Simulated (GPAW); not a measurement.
# Several settings converged on W (Im-3m, 1 atom in the cell)

```
CELL_PARAMETERS angstrom
     -1.57210     1.57210     1.57210
      1.57210    -1.57210     1.57210
      1.57210     1.57210    -1.57210
ATOMIC_POSITIONS crystal
  W  0.00000 0.00000 0.00000
```

Base method: PBE, GPAW PAW datasets PBE (gpaw-data 1.0.1) (plane waves; GPAW).

Base settings: mode = pw; ecut = 600 eV; xc = PBE; kpts = 13 13 13; mesh shift (steps) = 0 0 0; occupations.name = fermi-dirac; occupations.width = 0.1 eV; nbands = -5; symmetry.symmorphic = false; symmetry.tolerance = 0.0005.

**The width of Gaussian smearing**

In this ladder: kpts = 21 21 21; occupations.name = methfessel-paxton; occupations.order = 0.

Narrow widths need finer meshes than wide ones, so the last steps can hold mesh noise.

Only quantities that move along the ladder and can be compared are tabulated; pressure and forces are left out, as mesh noise rules them at narrow widths.

```tsv
occupations.width	free energy less the last step's (meV/atom)	energy extrapolated to zero width less the last step's (meV/atom)
1 eV	-126.03	7.23
0.5 eV	-32.01	-2.48
0.3 eV	-12.57	-1.63
0.2 eV	-5.94	-0.70
0.1 eV	-1.32	-0.06
0.05 eV	0.00	0.00
```

Widest occupations.width that holds the free energy within 5 meV/atom of the last step, with all finer ones: 0.1 eV; the step before is off by 5.9 meV/atom.

Widest occupations.width that holds the energy extrapolated to zero width within 0.5 meV/atom of the last step, with all finer ones: 0.1 eV; the step before is off by 0.70 meV/atom.

The extrapolation to zero width removes most of the smearing's effect on the energy.

**The width of cold smearing**

In this ladder: kpts = 21 21 21; occupations.name = marzari-vanderbilt.

Narrow widths need finer meshes than wide ones, so the last steps can hold mesh noise.

Only quantities that move along the ladder and can be compared are tabulated; pressure and forces are left out, as mesh noise rules them at narrow widths.

```csv
occupations.width,free energy less the last step's (meV/atom)
0.5 eV,-6.54
0.3 eV,-3.92
0.2 eV,-2.03
0.1 eV,-0.36
0.05 eV,0.00
```

Widest occupations.width that holds the free energy within 1 meV/atom of the last step, with all finer ones: 0.1 eV; the step before is off by 2.0 meV/atom.

**The setting conv density**

Moved along: convergence.energy, convergence.eigenstates.

The mesh stays at the base's, so the ladder's end is converged at best in this setting alone.

Only quantities that move along the ladder and can be compared are tabulated.

| convergence.density | pressure (GPa) |
|---|---|
| 0.01 e/electron | 11.46 |
| 0.001 e/electron | 11.70 |
| 0.0001 e/electron | 11.78 |
| 1e-06 e/electron | 11.80 |
| 1e-07 e/electron | 11.80 |

Coarsest convergence.density that holds the pressure within 0.05 GPa of the last step, with all finer ones: 0.0001 e/electron; the step before is off by 0.10 GPa.

On the base run: the starting cell has typed, rounded lattice constants, without a prior relaxation at this level. Its lattice was rescaled by up to half a per cent. Spin polarisation is off. In the base run, with a pressure of about 12 GPa the cell is away from its equilibrium volume at this level.

Left out of this page: 4 runs of the series outside the window shown, repeating another row's setting, or not comparable; 1 run of the series unsound by tests on forces, stress, charge or solver warnings.
